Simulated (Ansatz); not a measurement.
Band structure of Nb3Au2 (I4/mmm, 5 atoms in the cell).

```yaml
crystal:
  lattice:
    - [-1.70781, 1.70781, 7.66090]
    - [1.70781, -1.70781, 7.66090]
    - [1.70781, 1.70781, -7.66090]
  atoms:
    - { symbol: Nb, position: [0.00000, 0.00000, 0.00000] }
    - { symbol: Nb, position: [0.39924, 0.39924, 0.00000] }
    - { symbol: Nb, position: [0.60076, 0.60076, 0.00000] }
    - { symbol: Au, position: [0.19977, 0.19977, 0.00000] }
    - { symbol: Au, position: [0.80023, 0.80023, 0.00000] }
```

Method of the run: PBEsol, default PAW files made with PBE (plane waves; Ansatz, a first-principles code).

Settings: basis.ecutwfc = 420 eV; kpoints.mp_grid.grid = 7 7 7; hamiltonian.xc = pbesol; hamiltonian.pseudopotentials = {kind: paw} (the program's default PAW files); scf.occupations.method = gaussian; scf.occupations.width = 0.2 eV; kpoints.band_path.npoints = 8.

The starting cell comes from a database of computed structures (which also holds hypothetical and non-ambient phases and stackings), without a prior relaxation at this level. Spin-orbit coupling is off. Spin polarisation is off.

Levels in eV from the Fermi level, bands 35 to 42:
```
point     35     36     37     38     39    40    41    42
-----  -----  -----  -----  -----  -----  ----  ----  ----
Γ      -2.21  -0.83   0.15   0.17   0.17  0.77  0.77  2.02
X      -1.82  -1.41  -1.02  -0.79   0.47  1.49  1.92  2.37
Y      -1.75  -1.41  -1.07  -0.81   0.44  1.49  1.93  2.32
S      -1.58  -1.17  -0.68  -0.62  -0.23  0.35  0.88  1.58
Z      -1.68  -0.61   0.19   0.19   0.22  0.24  0.24  1.62
S1     -1.58  -1.17  -0.68  -0.62  -0.23  0.35  0.88  1.58
N      -1.43  -1.21  -0.88  -0.71  -0.67  0.87  0.92  1.65
P      -1.98  -1.33  -1.33  -0.10  -0.10  1.58  1.75  2.92
Y1     -1.75  -1.41  -1.07  -0.81   0.44  1.49  1.93  2.32
```

Bands cross the Fermi level along this path, so the cell is metallic at this level.

Keys are those of Ansatz 0.2.
